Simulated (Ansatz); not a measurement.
The starting structures come from a database of crystals and need not be the phases stable at ambient conditions.

Inside the gap of an insulator the Bloch states are evanescent, with a wavenumber k + iκ along the transport direction.

Here is the system:

```xyz
20
Lattice="7.5156 0.0000 0.0000 0.0000 10.6287 0.0000 3.7578 5.3144 3.7578" Properties=species:S:1:pos:R:3 pbc="T T T"
K      5.6367     1.3286     0.0000
K      7.5156     9.3001     1.8789
K      1.8789     1.3286     0.0000
K      3.7578     3.9858     1.8789
Sb     5.6367     6.6429     0.0000
Sb     7.5156     3.9858     1.8789
Sb     1.8789     6.6429     0.0000
Sb     3.7578     9.3001     1.8789
O      7.5156    11.2051     3.7578
O      0.0000     3.2336     0.0000
O      3.7578    10.0523     0.0000
O      0.0000     7.3951     0.0000
O      5.2292     7.9715     1.4713
O      1.4713     5.3144     1.4713
O      6.0443    13.2859     2.2865
O      9.8021    10.6287     2.2865
O      2.2865     7.9715     1.4713
O      6.0443     5.3144     1.4713
O      8.9870    13.2859     2.2865
O      5.2292    10.6287     2.2865
```

Space group of this cell: Fd-3m. The cell is taken as given; by r2SCAN its mean pressure is -5.3 GPa.

Transport runs along the normal of the first two printed cell vectors, the (110) plane of the conventional cell.

The gap is the functional's own, uncorrected, and κ follows it; spin-orbit coupling is left out. Mid-gap values are interpolated between the computed energies.

### Question
Estimate the band gap and the smallest decay constant κ at mid-gap that r2SCAN in Ansatz (a program for electronic structure) returns for this system.

### Answer
Gap 1.72 eV on a 8×8×8 mesh; κ = 0.213 1/Å, at the zone centre.
